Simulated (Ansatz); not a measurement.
# Ca3SiO: pressure series

Take Ca3SiO (space group Imma, No. 74; a = 6.583 Å, b = 9.309 Å, c = 6.603 Å; a cell from a computed database, its experimental status unchecked) as the base.

Cell and atoms are relaxed at each pressure.

Computed with PBEsol (Ansatz, an electronic-structure program; PAW; 420 eV plane waves; no spin-orbit coupling).

Notes on the quantities. enthalpy: H = E + PV relative to the base's energy.

```
case              shortest interatomic distance       enthalpy
----------------  -----------------------------  -------------
base                                    2.336 Å              –
pressure −2 GPa                         2.364 Å  -0.26 eV/atom
pressure −1 GPa                         2.350 Å  -0.13 eV/atom
pressure 0.3 GPa                        2.333 Å  +0.04 eV/atom
pressure 0.7 GPa                        2.328 Å  +0.09 eV/atom
pressure 1.5 GPa                        2.319 Å  +0.19 eV/atom
pressure 3 GPa                          2.302 Å  +0.37 eV/atom
pressure 5 GPa                              [?]  +0.61 eV/atom
pressure 7.5 GPa                            [?]  +0.90 eV/atom
pressure 10 GPa                         2.241 Å  +1.18 eV/atom
```

Problem. Fill in the withheld entries from the trend.

Solution. 
- pressure 5 GPa, shortest interatomic distance: 2.283 Å
- pressure 7.5 GPa, shortest interatomic distance: 2.261 Å

A case with no gap was solved on a k-mesh chosen for an insulator, which is coarse for it. Load acts through the strain it causes; cell and atoms are relaxed under it. Stability against distortions was not tested. Competing high-pressure phases were not computed. The final runs are not spin-polarised.
